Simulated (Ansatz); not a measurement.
The structure below was relaxed with Kohn–Sham DFT with the PBE functional, run in Ansatz (an electronic-structure program) with PAW and 420 eV plane waves, spin-orbit coupling left out, at pressure 4.5 GPa.

```
CELL_PARAMETERS angstrom
      0.00000     2.25425     2.25425
      2.25425     0.00000     2.25425
      2.25425     2.25425     0.00000
ATOMIC_POSITIONS crystal
  B  0.00000 0.00000 0.00000
  P  0.25000 0.25000 0.25000
```

Question: Find the space group and the Wyckoff positions.

Answer: Space group F-43m (No. 216); a = b = c = 4.508 Å, α = β = γ = 90.00°

```csv
atom,site,symmetry,x,y,z
B,4a,-43m,0.0000,0.0000,0.0000
P,4d,-43m,0.7500,0.7500,0.7500
```

Question: Describe the coordination.

Answer: The crystal has 8 atoms in its conventional cell. Lattice parameters: a = 4.5085 Å, b = 4.5085 Å, c = 4.5085 Å, α = 90.00°, β = 90.00°, γ = 90.00°. B sees 4 P at 1.952 Å (tetrahedral). P is surrounded by 4 B at 1.952 Å (tetrahedral). (Neighbours: up to the widest gap in distance over summed covalent radii, below 1.35, at either atom.)

Load acts through the strain it causes; cell and atoms are relaxed under it. Stability against distortions was not tested. The cell was made from BP in the zinc blende structure (space group F-43m, No. 216) by this change: pressure 4.5 GPa.
